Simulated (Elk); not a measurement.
Worked example: self-consistent single point of Ir₃Os (Pm-3m, 4 atoms in the cell) in Elk.

Method: PBEsol, spin-orbit coupling in second variation, all-electron FP-LAPW, Elk's shipped species files, APW+lo basis with extra local orbitals run with Elk.

```yaml
crystal:
  lattice:
    - [3.84807, 0.00000, 0.00000]
    - [0.00000, 3.84807, 0.00000]
    - [0.00000, 0.00000, 3.84807]
  atoms:
    - { symbol: Os, position: [0.00000, 0.00000, 0.00000] }
    - { symbol: Ir, position: [0.00000, 0.50000, 0.50000] }
    - { symbol: Ir, position: [0.50000, 0.00000, 0.50000] }
    - { symbol: Ir, position: [0.50000, 0.50000, 0.00000] }
```

Reference input (self-consistent single point, DFT, PBEsol, all-electron FP-LAPW, Elk's shipped species files, APW+lo basis with extra local orbitals): xctype = 22; rgkmax = 7.5; swidth = 0.00367493 Ha; ngridk = 11 11 11; gmaxvr = 16 1/bohr; nxlo = 2; lorbcnd = true; rmtscf = 0.86; lmaxi = 3; maxscl = 100. This run's input differs from it in these lines:

```diff
@@ -5,2 +5,5 @@
   22
+
+spinorb
+  .true.
 
@@ -23,2 +26,5 @@
   3
+
+nempty
+  10
```

The program printed (abridged):

```
│ Self-consistent loop started │
│ Loop number : 1 │
 total energy                :     -70844.5629552
 total moment                :  -0.1754395265E-21 -0.6597210774E-21  0.1938182155E-21
│ Loop number : 2 │
 total energy                :     -70845.3986963
 total moment                :   0.7697859911E-22 -0.2386513718E-21  0.1750939873E-21
RMS change in Kohn-Sham potential (target) :   0.1005863408     (  0.1000000000E-05)
Absolute change in total energy (target)   :   0.8357411142     (  0.1000000000E-03)
│ Loop number : 3 │
 total energy                :     -70846.3966432
   [... lines left out ...]
 total energy                :     -70836.7137146
 total moment                :  -0.4523032640E-21  0.2410609558E-21 -0.2357350381E-21
RMS change in Kohn-Sham potential (target) :   0.1049376277E-05 (  0.1000000000E-05)
Absolute change in total energy (target)   :   0.1675083768E-03 (  0.1000000000E-03)
│ Loop number : 15 │
 total energy                :     -70836.7138437
 total moment                :   0.2196612749E-21 -0.6646866248E-21 -0.3851970874E-21
RMS change in Kohn-Sham potential (target) :   0.2855698768E-06 (  0.1000000000E-05)
Absolute change in total energy (target)   :   0.8721747145E-04 (  0.1000000000E-03)
Convergence targets achieved

│ Loop number : 16 │

Energies :
 Fermi                       :     0.558594039477
 xc effective B-field        :    -0.196189737705E-06
 external B-field            :      0.00000000000
 total energy                :     -70836.7138927
 (external B-field energy excluded from total)

Density of states at Fermi energy :    100.3934269
 (states/Hartree/unit cell)

Estimated indirect band gap :   0.1289992315E-02
 from k-point     16 to k-point     14
Estimated direct band gap   :   0.4421209469E-02
 at k-point     16

Charges :
 core                        :    190.0000000
 valence                     :    117.0000000
 interstitial                :    7.512611169
 muffin-tins (core leakage)
  species :    1 (Os)
   atom    1                 :    73.99112639     (  0.6088496391E-06)
  species :    2 (Ir)
   [... lines left out ...]
   atom    2                 :   0.1457851387E-21 -0.1484732855E-21  0.1613525703E-21
   atom    3                 :  -0.1457851387E-21 -0.1613525703E-21  0.1484732855E-21
 total in muffin-tins        :   0.4336364029E-22 -0.2834827078E-21  0.1632767999E-21
 total moment                :   0.7373406438E-22 -0.2105156768E-21  0.1788954439E-21

│ Self-consistent loop stopped │
```

The run converged in 16 iterations. The count includes the last loop, which Elk runs after its targets are met. 

The starting cell comes from a database of computed structures (which also holds hypothetical and non-ambient phases and stackings), without a prior relaxation at this level. Values depend on the basis (sphere radii, cutoffs, local orbitals), which need not be converged. The log's line on a gap gives a spacing of levels on this mesh, which the program prints for metals too.

Cost on one core of a shared machine: roughly 5 min.
